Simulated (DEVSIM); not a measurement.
Structure: Au/Al2O3/n-Si capacitor, at 300 K.

Layer 1 from the left is Al2O3, thickness (nm) 2.70. Layer 2 from the left is Si, thickness (nm) 6100, Nd (cm⁻³) 8.8e15.

Metal gate on the left, work function 5.1 eV. Fixed charge at the semiconductor interface 8.8e10 cm⁻² (in units of +e); no interface traps.

Constants are typed, rounded textbook-type inputs, not results; the design itself was drawn at random and stands for no fabricated device. Values at 300 K.

Al2O3: gap (eV) 6.8, affinity (eV) 1.35, permittivity 9. Si: gap (eV) 1.124, affinity (eV) 4.05, permittivity 11.7, Nc (cm⁻³) 2.86e19, Nv (cm⁻³) 3.1e19.

Simulated with DEVSIM: 1D Poisson equation in equilibrium, Boltzmann statistics, complete ionisation; no quantum confinement or tunnelling. Metal contacts follow the ideal Schottky-Mott rule: no Fermi-level pinning, no interface dipoles.

Problem. What does the simulation give for the minimum of the low-frequency capacitance, the threshold voltage (band bending 2φF)?

Solution. minimum of the low-frequency capacitance 0.0360 μF/cm²; threshold voltage (band bending 2φF) 0.12 V.
